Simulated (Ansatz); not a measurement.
Ansatz (a quantum-chemistry and plane-wave program), DFT, r2SCAN, plane waves, its default PAW files: TeI, atoms displaced (from the phase in space group 2, mp-23273) (Te8I8), 16 atoms. Basis and mesh were picked for this test and aren't claimed converged.

| Item | Value |
|---|---|
| cell | 8.35, 8.38, 10.13 Å; 76.7, 90, 75.8° |
| distance to the nearest atom | 2.69 to 3.21 Å |
| task | single point |
| k mesh | 2×2×2 |
| hamiltonian.xc | r2scan |
| kind of files | paw |
| scf.occupations.method | fermi_dirac |
| scf.occupations.width | 0.05 eV |
| output.forces | true |
| binding of workers (--pin) | off |
| k-point pools (--kpoint-pools) | 1 |
| memory maximum (--max-ram) | 8GiB |
| accuracy | medium (default) |
| basis.precision | auto (default) |
| basis.xc_grid | 4 (default) |
| scf.eigensolver.kind | auto (default) |
| scf.mixing.algorithm | auto (default) |
| scf.mixing.preconditioner | auto (default) |
| scf.convergence.dr2_threshold | 6.67401e-07 (default) |
| scf.lower_state_search | light (default) |
| k-points after symmetry | 8 |
| bands at the start | 148 |
| electrons | 264 |
| plane waves at Γ | 16949 |
| cutoff (eV) | 500 |
| FFT grid | 64×64×75 |
| symmetry operations | 1 |

One run each. The counts of a restarted run leave out the earlier run.

All on 4 threads. Base settings, kept where nothing else is said: earlier_run = none (default) (scf.initial_density.chi_scale, scf.initial_density.normalization, checkpoint.read, checkpoint.density_extrapolation, kpoints.initial_grid not set). The settings tried:
- checkpoint.read = first.ck, earlier_run = first_atom_moved_ang=0.03 orbitals_saved=true, checkpoint.density_extrapolation = none
- checkpoint.read = first.ck, earlier_run = first_atom_moved_ang=0 orbitals_saved=false scf.convergence.dr2_threshold=0.001
- checkpoint.read = first.ck, earlier_run = first_atom_moved_ang=0.03 orbitals_saved=false
- checkpoint.read = first.ck, earlier_run = first_atom_moved_ang=0 orbitals_saved=false kpoints.mp_grid.grid=1×1×1
- scf.initial_density.chi_scale = 0, scf.initial_density.normalization = cell
- checkpoint.read = first.ck, earlier_run = first_atom_moved_ang=0 orbitals_saved=true scf.convergence.dr2_threshold=0.001
- checkpoint.read = first.ck, earlier_run = first_atom_moved_ang=0.1 orbitals_saved=false, checkpoint.density_extrapolation = none
- checkpoint.read = first.ck, earlier_run = first_atom_moved_ang=0.1 orbitals_saved=false, checkpoint.density_extrapolation = follow_atoms
- checkpoint.read = first.ck, earlier_run = first_atom_moved_ang=0 orbitals_saved=false hamiltonian.xc=pbe
- scf.initial_density.chi_scale = 0.1
- the base settings
- kpoints.initial_grid = auto
- checkpoint.read = first.ck, earlier_run = first_atom_moved_ang=0.1 orbitals_saved=false
- checkpoint.read = first.ck, earlier_run = first_atom_moved_ang=0.3 orbitals_saved=false

Predict which of these converge in the fewest SCF iterations (all cycles of the run, searches included).

Fewest SCF iterations (all cycles of the run, searches included), with those close behind: checkpoint.read = first.ck, earlier_run = first_atom_moved_ang=0 orbitals_saved=false scf.convergence.dr2_threshold=0.001 (4); checkpoint.read = first.ck, earlier_run = first_atom_moved_ang=0 orbitals_saved=true scf.convergence.dr2_threshold=0.001 (4); checkpoint.read = first.ck, earlier_run = first_atom_moved_ang=0.03 orbitals_saved=false (6); the base settings (7); checkpoint.read = first.ck, earlier_run = first_atom_moved_ang=0.1 orbitals_saved=false, checkpoint.density_extrapolation = follow_atoms (7). Most among those that reach the base run's result: kpoints.initial_grid = auto (16). All converged.

```json
[
 {"setting": "checkpoint.read = first.ck, earlier_run = first_atom_moved_ang=0 orbitals_saved=false scf.convergence.dr2_threshold=0.001", "SCF iterations (all cycles of the run, searches included)": "4", "applications of H to a band": "17866", "end": "converged"},
 {"setting": "checkpoint.read = first.ck, earlier_run = first_atom_moved_ang=0 orbitals_saved=true scf.convergence.dr2_threshold=0.001", "SCF iterations (all cycles of the run, searches included)": "4", "applications of H to a band": "12807", "end": "converged"},
 {"setting": "checkpoint.read = first.ck, earlier_run = first_atom_moved_ang=0.03 orbitals_saved=false", "SCF iterations (all cycles of the run, searches included)": "6", "applications of H to a band": "22472", "end": "converged"},
 {"setting": "the base settings", "SCF iterations (all cycles of the run, searches included)": "7", "applications of H to a band": "20396", "end": "converged"},
 {"setting": "checkpoint.read = first.ck, earlier_run = first_atom_moved_ang=0.1 orbitals_saved=false, checkpoint.density_extrapolation = follow_atoms", "SCF iterations (all cycles of the run, searches included)": "7", "applications of H to a band": "22491", "end": "converged"},
 {"setting": "checkpoint.read = first.ck, earlier_run = first_atom_moved_ang=0.1 orbitals_saved=false", "SCF iterations (all cycles of the run, searches included)": "8", "applications of H to a band": "25390", "end": "converged"},
 {"setting": "checkpoint.read = first.ck, earlier_run = first_atom_moved_ang=0 orbitals_saved=false hamiltonian.xc=pbe", "SCF iterations (all cycles of the run, searches included)": "8", "applications of H to a band": "25061", "end": "converged"},
 {"setting": "checkpoint.read = first.ck, earlier_run = first_atom_moved_ang=0 orbitals_saved=false kpoints.mp_grid.grid=1×1×1", "SCF iterations (all cycles of the run, searches included)": "8", "applications of H to a band": "22667", "end": "converged"},
 {"setting": "scf.initial_density.chi_scale = 0, scf.initial_density.normalization = cell", "SCF iterations (all cycles of the run, searches included)": "9", "applications of H to a band": "24757", "end": "converged"},
 {"setting": "checkpoint.read = first.ck, earlier_run = first_atom_moved_ang=0.3 orbitals_saved=false", "SCF iterations (all cycles of the run, searches included)": "9", "applications of H to a band": "26371", "end": "converged"},
 {"setting": "checkpoint.read = first.ck, earlier_run = first_atom_moved_ang=0.03 orbitals_saved=true, checkpoint.density_extrapolation = none", "SCF iterations (all cycles of the run, searches included)": "9", "applications of H to a band": "24102", "end": "converged"},
 {"setting": "checkpoint.read = first.ck, earlier_run = first_atom_moved_ang=0.1 orbitals_saved=false, checkpoint.density_extrapolation = none", "SCF iterations (all cycles of the run, searches included)": "11", "applications of H to a band": "39737", "end": "converged"},
 {"setting": "scf.initial_density.chi_scale = 0.1", "SCF iterations (all cycles of the run, searches included)": "12", "applications of H to a band": "30582", "end": "converged"},
 {"setting": "kpoints.initial_grid = auto", "SCF iterations (all cycles of the run, searches included)": "16", "applications of H to a band": "24208", "end": "converged"}
]
```

Keys are those of Ansatz 0.2.
